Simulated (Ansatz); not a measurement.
**Effect of tensor shear ε_xy = +2.00 % on HgSe**

Base system: HgSe in the zinc blende structure (space group F-43m, No. 216; a = 6.063 Å). Axes: x, y, z lie along the cube axes.

Now apply this change: tensor shear ε_xy = +2.00 % (engineering shear γ = 0.0400), atoms relaxed at fixed cell.

The values are results of LDA (Ansatz, a first-principles code), without spin-orbit coupling, not measurements. Γ-centred 9×9×9 mesh, Fermi–Dirac width 0.05 eV.

The volume per atom hardly moves (27.86 Å³ against 27.85 Å³) and the shortest interatomic distance stays essentially unchanged (4.961 bohr against 4.963 bohr). The energy increases by 3.2 meV/atom and the pressure (mean of the normal stresses, compression positive) stays 0.0 GPa. The band gap stays zero and the valley order (the lowest conduction-band minima on the path, energy above the VBM, named in the base's zone) comes out as Γ 0.02 eV; L along [1-1-1] 0.75 eV; L along [111] 1.07 eV. The largest internal atomic displacement amounts to 0.030 Å and the stress (xx, yy, zz, yz, xz, xy; compression positive) amounts to (0.0, 0.0, 0.0, 0.0, 0.0, -0.9) GPa (rough).

Final structure:

```xyz
2
Lattice="0.0606 3.0315 3.0315 3.0315 0.0606 3.0315 3.0921 3.0921 0.0000" Properties=species:S:1:pos:R:3 pbc="T T T"
Hg     0.0000     0.0000     0.0302
Se     1.5461     1.5461     1.4855
```

Without a gap, meshes like the base's 9×9×9 leave anisotropic stresses uncertain by several tenths of a GPa, and small strain energies with them. Spin-orbit coupling, missing from the scalar runs, can matter with Hg. The cells carry an imposed strain or load. Stability against distortions was not tested. The final runs are not spin-polarised. Gaps under 0.05 eV, about the width of the smearing, are given as zero. A zero or small gap of HgSe can be the functional's error rather than a property of the material.
